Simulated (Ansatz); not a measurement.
Functionals compared on the (100) surface of rock-salt SnTe in its 1x1 cell (cut with top plane Sn + Te, bottom plane Sn + Te), outermost plane spacing 3.20 Å in the ideal cut, in Ansatz (plane waves, PAW). The structure was relaxed with PBE; the other rows are single points on it, each with its references at the same level. Cutoff 420 eV (500 eV for r2SCAN). HSE06 used the coarser mesh 4x4x1.

Slab: 10 atoms, Sn5Te5, 12.8 Å thick at the start; k 6x6x1, smearing 0.025 eV, dipole-corrected; all atoms relaxed; symmetry of the start imposed; no spin, no spin-orbit, no U. These notes are the PBE run's.

A dash marks a value that is undefined for that row or was read on another mesh.

```json
[
 {"functional": "PBE", "surface energy (J/m²)": "0.16", "gap of the slab on its k-mesh (eV)": "0.38", "highest filled level below the top vacuum level (eV)": "4.21", "rough cost of the single point": "–"},
 {"functional": "LDA", "surface energy (J/m²)": "0.29", "gap of the slab on its k-mesh (eV)": "0.34", "highest filled level below the top vacuum level (eV)": "4.51", "rough cost of the single point": "roughly 40 core-seconds"},
 {"functional": "PBEsol", "surface energy (J/m²)": "0.24", "gap of the slab on its k-mesh (eV)": "0.35", "highest filled level below the top vacuum level (eV)": "4.30", "rough cost of the single point": "about 40 core-seconds (a rough figure)"},
 {"functional": "RPBE", "surface energy (J/m²)": "0.08", "gap of the slab on its k-mesh (eV)": "0.40", "highest filled level below the top vacuum level (eV)": "4.09", "rough cost of the single point": "about 40 core-seconds (a rough figure)"},
 {"functional": "r2SCAN", "surface energy (J/m²)": "?", "gap of the slab on its k-mesh (eV)": "?", "highest filled level below the top vacuum level (eV)": "?", "rough cost of the single point": "very roughly 70 core-seconds"},
 {"functional": "HSE06", "surface energy (J/m²)": "0.17", "gap of the slab on its k-mesh (eV)": "–", "highest filled level below the top vacuum level (eV)": "–", "rough cost of the single point": "very roughly 9 core-minutes"}
]
```

Problem. Some entries are withheld; supply them.

Solution. 
- r2SCAN, surface energy (J/m²): 0.20
- r2SCAN, gap of the slab on its k-mesh (eV): 0.49
- r2SCAN, highest filled level below the top vacuum level (eV): 4.28

Ansatz is an electronic-structure program.
